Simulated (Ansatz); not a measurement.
# A computed series for hypothetical P6_3/mmc PtSe2: thickness series

The reference is PtSe₂ in the 2H-MoS2 type structure (space group P6_3/mmc, No. 194; a = 3.571 Å, c = 10.967 Å; a hypothetical phase, not in the database extracts checked; layered, stacked along the Cartesian z axis).

Free-standing slabs (3 atom(s) a layer) normal to the stacking axis with 15 Å of vacuum; in-plane cell relaxed.

Calculations: PBE-D3(BJ)/PAW in Ansatz (an electronic-structure program), no SOC.

Notes on the quantities. excess energy per area of both faces: slab less bulk energy over the cell's area: twice a surface energy; uncertain by up to 0.1 J/m².

| variant | excess energy per area of both faces | thickness between the outermost nuclei | in-plane lattice parameter a |
|---|---|---|---|
| base | – | – | 3.571 Å |
| 1 layer | 0.86 J/m² | 3.01 Å | 3.567 Å |
| 2 layers | 0.9 J/m² | 8.61 Å | 3.564 Å |
| 3 layers | [?] | 14.12 Å | [?] |

### Question
What belongs in the blanks?

### Answer

- 3 layers, excess energy per area of both faces: 0.8 J/m²
- 3 layers, in-plane lattice parameter a: 3.559 Å

The excess energy carries the mismatch between the slab's and the bulk's meshes. Whether these cells are dynamically stable was not tested. All final runs are without spin polarisation. PtSe2 has a high density of states at the Fermi level and may be magnetic at this level.
